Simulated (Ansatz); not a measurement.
## Short convergence ladders for In2Ni3Se2 (R3m, 7 atoms in the cell)

```yaml
crystal:
  lattice:
    - [2.72363, 1.57249, 4.74104]
    - [-2.72363, 1.57249, 4.74104]
    - [0.00000, -3.14498, 4.74104]
  atoms:
    - { symbol: In, position: [0.00351, 0.00351, 0.00351] }
    - { symbol: In, position: [0.50000, 0.50000, 0.50000] }
    - { symbol: Ni, position: [0.00000, 0.00000, 0.50000] }
    - { symbol: Ni, position: [0.50000, 0.00000, 0.00000] }
    - { symbol: Ni, position: [0.00000, 0.50000, 0.00000] }
    - { symbol: Se, position: [0.28279, 0.28279, 0.28279] }
    - { symbol: Se, position: [0.71721, 0.71721, 0.71721] }
```

Base method: LDA (PW92), default PAW files made with PBE (plane waves; Ansatz, a quantum-chemistry and plane-wave program).

Base settings: basis.ecutwfc = 420 eV; kpoints.mp_grid.grid = 6 6 6; hamiltonian.xc = lda; hamiltonian.pseudopotentials = {kind: paw} (the program's default PAW files); scf.occupations.method = fermi_dirac; scf.occupations.width = 0.1 eV.

The count of work is k-points × plane waves × bands × iterations; it is no time. Core times come from one kind of shared machine, to one figure; runs under 30 s give none.

**The k-point mesh**

The second cell is the first with its lattice scaled by 0.98.

Only quantities that move along the ladder and can be compared are tabulated.

```csv
kpoints.mp_grid.grid,free energy less the last step's (meV/atom),energy of the compressed cell less the first (meV/atom),pressure (GPa),largest difference of a force vector from the last step's (eV/Å),count of work / last,core time / last (rough)
2 2 2,51.26,-24.93,-6.79,0.327,0.019,–
4 4 4,-2.63,-26.39,-7.00,0.028,0.069,–
6 6 6,0.06,-26.55,-7.01,0.012,0.17,–
7 7 7,-0.24,-26.75,-7.03,0.003,0.23,0.2
9 9 9,-0.06,-26.54,-7.01,0.000,0.45,0.5
11 11 11,0.01,-26.55,-7.01,0.000,0.77,0.8
12 12 12,0.00,-26.57,-7.01,0.000,1.0,1
```

Coarsest kpoints.mp_grid.grid that holds the energy of the compressed cell less the first within 1 meV/atom of the last step, with all finer ones: 4 4 4, at 0.069 of the last step's count of work; the step before is off by 1.6 meV/atom.

Coarsest kpoints.mp_grid.grid that holds the pressure within 0.2 GPa of the last step, with all finer ones: 4 4 4, at 0.069 of the last step's count of work; the step before is off by 0.22 GPa.

Coarsest kpoints.mp_grid.grid that holds the forces within 0.005 eV/Å of the last step, with all finer ones: 7 7 7, at 0.23 of the last step's count of work and about 0.2 of the last step's time; the step before is off by 0.012 eV/Å.

The energy difference between the two cells stays within 1 meV/atom of the last step's from 4 4 4 on, the total only from 6 6 6 on: much of the error is common to both cells and cancels.

**The k-point mesh at a smearing width of 0.02 eV**

In this ladder: scf.occupations.width = 0.02 eV.

Only quantities that move along the ladder and can be compared are tabulated.

| kpoints.mp_grid.grid | free energy less the last step's (meV/atom) | pressure (GPa) | largest difference of a force vector from the last step's (eV/Å) | count of work / last | core time / last (rough) |
|---|---|---|---|---|---|
| 3 3 3 | -1.91 | -7.40 | 0.073 | 0.0080 | – |
| 4 4 4 | -2.28 | -7.15 | 0.005 | 0.022 | – |
| 5 5 5 | 0.12 | -7.10 | 0.075 | 0.025 | – |
| 7 7 7 | -0.36 | -7.18 | 0.009 | 0.076 | 0.08 |
| 10 10 10 | -0.18 | -7.17 | 0.003 | 0.20 | 0.2 |
| 14 14 14 | -0.02 | -7.16 | 0.001 | 0.50 | 0.5 |
| 18 18 18 | 0.00 | -7.16 | 0.000 | 1.0 | 1 |

Coarsest kpoints.mp_grid.grid that holds the pressure within 0.1 GPa of the last step, with all finer ones: 4 4 4, at 0.022 of the last step's count of work; the step before is off by 0.25 GPa.

Coarsest kpoints.mp_grid.grid that holds the free energy within 0.5 meV/atom of the last step, with all finer ones: 5 5 5, at 0.025 of the last step's count of work; the step before is off by 2.3 meV/atom.

Coarsest kpoints.mp_grid.grid that holds the forces within 0.02 eV/Å of the last step, with all finer ones: 7 7 7, at 0.076 of the last step's count of work and about 0.08 of the last step's time; the step before is off by 0.075 eV/Å.

**The k-point mesh at a smearing width of 0.3 eV**

In this ladder: scf.occupations.width = 0.3 eV.

Only quantities that move along the ladder and can be compared are tabulated.

```csv
kpoints.mp_grid.grid,free energy less the last step's (meV/atom),largest difference of a force vector from the last step's (eV/Å),count of work / last
3 3 3,-2.06,0.045,0.021
5 5 5,0.16,0.004,0.066
7 7 7,-0.02,0.000,0.15
14 14 14,0.00,0.000,1.0
```

Coarsest kpoints.mp_grid.grid that holds the free energy within 1 meV/atom of the last step, with all finer ones: 5 5 5, at 0.066 of the last step's count of work; the step before is off by 2.1 meV/atom.

Coarsest kpoints.mp_grid.grid that holds the forces within 0.01 eV/Å of the last step, with all finer ones: 5 5 5, at 0.066 of the last step's count of work; the step before is off by 0.045 eV/Å.

On the base run: the starting cell comes from a database of computed structures (which also holds hypothetical and non-ambient phases and stackings), without a prior relaxation at this level. Its lattice was rescaled by up to half a per cent. One atom was moved a little off its site on purpose. Spin polarisation is off, so a magnetic state, if there is one, cannot be reached. In the base run, with a pressure of about -7 GPa the cell is away from its equilibrium volume at this level. Ansatz's pressure includes its estimate of the finite-basis (Pulay) stress.

Keys are those of Ansatz 0.2.
